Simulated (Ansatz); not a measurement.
By hand: formation energy of TaAs (I4₁md) from the elements

We look at the formation energy of TaAs (I4₁md) from the elements. Reaction: As (R-3m) + Ta (bcc) → TaAs (I4₁md). Negative: the products are lower in energy. The value is per atom of the solid.

TaAs (I4₁md), 4 atoms in the cell. Conventional cell: a = b = 3.432 Å, c = 11.577 Å, α = β = γ = 90.00°.

Ansatz (an electronic-structure program) with PAW potentials; structures come from PBE+D3(BJ) relaxations, nuclei static, no net charge. Ansatz runs with its default PAW set. Other levels take these structures. The lattices are those relaxed with PBE+D3(BJ), so at other levels the solids can be strained, which adds to the spread. Spin-orbit coupling is left out.

Total energies of the cells in eV, at zero smearing width. They compare only within one column; the weights balance every element.

```json
[
 {"cell": "TaAs (I4₁md)", "atoms": "4", "weight": "+1", "r2SCAN+D4": "-29620.90129", "PBEsol": "-29241.49545"},
 {"cell": "As (R-3m)", "atoms": "2", "weight": "−1", "r2SCAN+D4": "-9729.42209", "PBEsol": "-9626.04733"},
 {"cell": "Ta (bcc)", "atoms": "1", "weight": "−2", "r2SCAN+D4": "-9944.41510", "PBEsol": "-9806.49892"}
]
```

r2SCAN+D4: (-29620.90129) − (-9729.42209) − 2 × (-9944.41510) = -2.649 eV; dividing by 4 atoms gives -0.66 eV/atom.

PBEsol: (-29241.49545) − (-9626.04733) − 2 × (-9806.49892) = -2.450 eV; dividing by 4 atoms gives -0.61 eV/atom.

What follows from the r2SCAN+D4 value: A formula unit of TaAs has 2 atoms, so it forms with -0.6623 × 2 = -1.325 eV, or -127.8 kJ/mol at 96.485 kJ/mol per eV.
